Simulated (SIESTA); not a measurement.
Checking a run of SIESTA on Co (P6_3/mmc, 2 atoms in the cell). The aim is a self-consistent single point with DFT, GGA PBE, numerical atomic orbitals DZP, PseudoDojo PBE standard norm-conserving potentials (rewritten from UPF to PSML).

Cell that was meant: a = 2.4792 Å, b = 2.4792 Å, c = 4.0328 Å, α = 90.00°, β = 90.00°, γ = 120.00°.

Part of the input:

```
ElectronicTemperature        0.272 eV
Spin                         polarized
%block DM.InitSpin
  1 +0.00
  2 +0.00
%endblock DM.InitSpin

MaxSCFIterations             150
```

Output, abridged:

```
reinit: Reading from file input.fdf

reinit: System Name: Co
reinit: System Label: Co

NOTE on units for spin output:
   [... lines left out ...]

outcell: Cell vector modules (Ang)   :    2.479169    2.479168    4.032801
outcell: Cell angles (23,13,12) (deg):     90.0000     90.0000    120.0000
outcell: Cell volume (Ang**3)        :     21.4659
new_DM -- step:     1
Initializing Density Matrix...

Attempting to read DM from file... Failed...
DM filled with atomic data (user-defined):

InitMesh: MESH = 30 x 30 x 48 = 43200
InitMesh: Mesh cutoff (required, used) =   350.000   391.535 Ry

stepf: Methfessel-Paxton step function
       Using Hermite-Gauss polynomials of order  0
        iscf     Eharris(eV)        E_KS(eV)     FreeEng(eV)     dDmax    Ef(eV) dHmax(eV)
   scf:    1    -8305.905402    -8322.915850    -8323.097107  0.577205 -3.238294  9.577368
     spin moment: {S} , |S| = {        0.0        0.0    0.00000 }     0.00000
   scf:    2    -8326.946782    -8325.069267    -8325.257504  0.136455 -3.891831  6.622408
     spin moment: {S} , |S| = {        0.0        0.0    0.00000 }     0.00000
   scf:    3    -8327.462356    -8326.988684    -8327.195862  0.218188 -5.333238  0.191740
   [... lines left out ...]
   scf:    9    -8326.994674    -8326.994721    -8327.200810  0.000460 -5.280310  0.002143
     spin moment: {S} , |S| = {        0.0        0.0    0.00000 }     0.00000
mix: Pulay -- inversion failed, > SVD [rank/size] 5 / 7
   scf:   10    -8326.994705    -8326.994713    -8327.200810  0.000062 -5.280819  0.000112
     spin moment: {S} , |S| = {        0.0        0.0    0.00000 }     0.00000
   scf:   11    -8326.994712    -8326.994713    -8327.200810  0.000002 -5.280853  0.000018
     spin moment: {S} , |S| = {        0.0        0.0    0.00000 }     0.00000
SCF Convergence by DM+H criterion
max |DM_out - DM_in|         :     0.0000023564
max |H_out - H_in|      (eV) :     0.0000180489
SCF cycle converged after 11 iterations

Using DM_out to compute the final energy and forces

siesta: E_KS(eV) =            -8326.9947

siesta: E_KS - E_eggbox =     -8326.9947

siesta: Atomic forces (eV/Ang):
     1    0.000099   -0.000059   -0.000000
     2   -0.000099    0.000059    0.000000
   Tot    0.000000    0.000000    0.000000
   Max    0.000099
   Res    0.000066    sqrt( Sum f_i^2 / 3N )
   Max    0.000099    constrained

Stress tensor Voigt[x,y,z,yz,xz,xy] (kbar):      111.47      111.72      142.66       -0.00       -0.00        0.22
(Free)E + p*V (eV/cell)    -8328.8347
Target enthalpy (eV/cell)    -8327.2008

   [... lines left out ...]
siesta: FreeEng =     -8327.200810
siesta: Cell volume =         21.465926 Ang**3
siesta:        -121.95114155       -121.94704104  kBar
   [... lines left out ...]
              0.170   0.848   0.849   0.840   0.849   0.848  -0.089  -0.084

             -0.091  -0.084  -0.089

mulliken: Qtot =       17.000

Mulliken Atomic Populations:
Atom #   charge [q] valence [e]      Sz [e]  Species
     1    -0.000000   17.000000    0.000000  Co
     2     0.000000   17.000000    0.000000  Co
 Total    -0.000000                0.000000
```

Task: Is anything amiss in this input, and did it matter?

Result: The run is not sound. The fault is a spin-polarised run without starting moments. If both spin channels start alike, symmetry can keep them alike, and the run can end in a non-magnetic state; some programs refuse such an input or seed a moment themselves. To fix it, give starting moments. The run converged in 11 iterations without an error; against the sound input the free energy rises by 208 meV/atom, the pressure goes from -0.50 to -12.20 GPa and the size of the net moment goes from 1.65 to 0.00 μB/atom.

The sound input it was made from differs as follows (other fixes are possible):
```diff
-  1 +0.00
-  2 +0.00
+  1 +3.00
+  2 +3.00
```

With that input, the run converged in 13 iterations: free energy E − TS -8327.6159 eV; Fermi level (on the code's own zero) -5.19 eV; pressure -0.50 GPa; size of the cell's spin moment 3.29 μB; site moments (μB, in the program's spheres or projections) Co 1.65, Co 1.65 (DFT, GGA PBE, numerical atomic orbitals DZP, PseudoDojo PBE standard norm-conserving potentials (rewritten from UPF to PSML)).

On the sound input: the starting cell comes from a database of computed structures (which also holds hypothetical and non-ambient phases and stackings), without a prior relaxation at this level. Its lattice was rescaled by a random factor within 2.5 % of one. The magnetic order is the one reached from the typed start; others were not searched systematically. Values carry the incompleteness of an atom-centred basis.
